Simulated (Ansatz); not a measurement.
S on the O site (S_O) in metastable alpha Ga2O3 (start: the O site; 120-site cell, 2×2×2 Γ-centred sampling). Computed with PBE, PAW (plane waves to 420 eV; Ansatz, an electronic-structure program). Total energies of the localised charge states, counted from that of charge +1, and their image corrections (point charge with alignment); the host's valence-band maximum lies at 8.595 eV on the cells' energy zero and its gap is 2.40 eV.

```csv
charge,moment (μB),E − E(first) (eV),correction (eV)
+1,1.0,0.000,0.209
0,not spin-polarised,9.273,0.000
```

### Question
Derive the transition levels above the valence-band maximum and say which of them are thermodynamic.

### Answer
A level is the Fermi energy at which two charges have equal formation energy: ε(q/q′) = [E(q′) + corr(q′) − E(q) − corr(q)] / (q − q′) − E_VBM.
ε(+1/0) = [(9.273 + 0.000) − (0.000 + 0.209)] / 1 − 8.595 = 0.47 eV
Thermodynamic levels at least 0.1 eV inside the gap: (+1/0) at 0.47 eV. They hold to tenths of an eV in this cell. Charges with a result: +1, 0, −1. Others weren't obtained, and one of them could lie lower, also by skipping a charge. At charge −1 the carrier sat in host band states, shallow at most. Flagged in the runs: a host whose relaxation on this sampling wasn't shown to rest.
